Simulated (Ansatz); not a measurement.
Functionals compared on the (311) surface of fcc Ag in its 1x1 cell, outermost plane spacing 1.25 Å in the ideal cut, in Ansatz (plane waves, PAW). The structure was relaxed with PBE; the other rows are single points on it, each with its references at the same level. Cutoff 420 eV (500 eV for r2SCAN).

Model: 9-atom slab, 10.0 Å thick at the start (thin: gaps and levels are the slab's own), 13x8x1 mesh, Fermi-Dirac 0.1 eV, dipole correction, all atoms relaxed; held to the part of the start's symmetry that mesh and held atoms allow; no spin, no spin-orbit, no U. These notes are the PBE run's.

```
functional  surface energy (J/m²)  work function of the top face (eV)   rough cost of the single point
----------  ---------------------  ----------------------------------  -------------------------------
PBE                          0.88                                4.21                                –
LDA                          1.33                                4.62  around 2.9 core-minutes (rough)
PBEsol                          …                                   …  around 2.5 core-minutes (rough)
RPBE                         0.66                                4.01         roughly 2.9 core-minutes
r2SCAN                       1.06                                4.15    around 6 core-minutes (rough)
```

**Question.** Some entries are withheld; supply them.

**Answer.** 
- PBEsol, surface energy (J/m²): 1.17
- PBEsol, work function of the top face (eV): 4.32

Ansatz is a program for electronic structure.
